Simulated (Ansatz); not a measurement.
Defect migration in fcc Rh: Al-vacancy pair (Al on one host Rh site, one Rh site vacant), neutral cell. These are PBE, PAW (plane waves to 420 eV; Ansatz, a program for electronic structure) values and carry that method's errors.

32-site cell at the relaxed PBE lattice, a 2×2×2 k-point mesh shifted by half a step, smearing 0.10 eV, spin-restricted, no finite-size correction. Energies are static. Forms of the defect that were not tried may lie lower.

Barriers: single points on a 4×4×4 k-point mesh shifted by half a step at the bands' geometries.

A. Al and the vacancy change places (Al-vacancy distance between ideal sites 2.71 Å throughout); the atom moves 2.60 Å along (0.00, 0.48, 0.48) of the unit cell; the moving atom starts with neighbours 4 Rh at 2.68, 2 Rh at 2.72, 4 Rh at 2.74, Rh at 2.75 Å and ends with 4 Rh at 2.68, 2 Rh at 2.72, 4 Rh at 2.74, Rh at 2.75 Å; saddle order not checked, on a symmetry element.
B. one Rh atom jumps into the vacancy from a nearby Rh site (Al-vacancy distance between ideal sites 2.71 Å throughout); the atom moves 2.69 Å along (-0.50, 0.50, 0.00) of the unit cell; the moving atom starts with neighbours Al at 2.68; 3 Rh at 2.70, 2 Rh at 2.70, 3 Rh at 2.72, 2 Rh at 2.72 Å and ends with Al at 2.68; 3 Rh at 2.70, 2 Rh at 2.71, 4 Rh at 2.72, Rh at 2.72 Å; saddle order not checked, on a symmetry element.

A band can be held on a symmetry element, so unchecked saddle points there may be too high.

Put the candidates in order of forward barrier, lowest first, for PBE, PAW.

A (0.70 eV), B (1.56 eV)
